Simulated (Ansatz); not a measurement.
# ZnCu2SnS4 under a change: isotropic strain −5.50 %

Consider ZnCu₂SnS₄ (space group I-4, No. 82; a = 5.4141 Å, c = 10.8216 Å).

The change: the cell is scaled by 0.9450 in all directions; the atoms relax in the strained cell.

Method: r2SCAN/PAW in Ansatz (a quantum-chemistry and plane-wave program), no SOC. Γ-centred 9×9×9 mesh, Fermi–Dirac width 0.05 eV.

- Volume per atom: 16.73 Å³ (base 19.83 Å³)
- Space group: I-4 (No. 82) (base I-4 (No. 82))
- Shortest interatomic distance: 2.161 Å (base 2.299 Å)
- Energy relative to the base (free energy F): +161 meV/atom
- Pressure (mean of the normal stresses, compression positive): 19.59 GPa (base 0.00 GPa)
- Band gap: 1.02 eV (base 0.47 eV)
- Gap character: direct at Γ (base direct at Γ)
- Width of the top valence band: 1.34 eV (base 0.88 eV)
- Electron mass: 0.19 mₑ along c, 0.17 mₑ across (at Γ)
- Hole mass: 0.19 mₑ along c, 0.57 mₑ across (at Γ) (base 0.12 mₑ along c, 0.81 mₑ across (at Γ))
- Valence-band top at Γ (three highest levels, from the VBM): 0.00, -0.05, -0.05 eV (base 0.00, -0.07, -0.07 eV)
- Valley order (the lowest conduction-band minima on the path, energy above the VBM, named in the base's zone): Γ 1.02 eV; X (0, 0, 1/2) 1.22 eV; M (1/2, 1/2, 1/2) 1.68 eV (base Γ 0.47 eV; X (0, 0, 1/2) 0.85 eV)

Final structure:

```
CELL_PARAMETERS angstrom
     -2.55815     2.55815     5.11322
      2.55815    -2.55815     5.11322
      2.55815     2.55815    -5.11322
ATOMIC_POSITIONS crystal
  Cu 0.00000 0.00000 0.00000
  Cu 0.75000 0.25000 0.50000
  Zn 0.25000 0.75000 0.50000
  Sn 0.50000 0.50000 0.00000
  S  0.63841 0.63084 0.53044
  S  0.10040 0.10797 0.46956
  S  0.36916 0.89960 0.00757
  S  0.89203 0.36159 0.99243
```

Effective masses come from finite differences of ±0.01 Å⁻¹. Stability against distortions was not tested. The final runs are not spin-polarised.
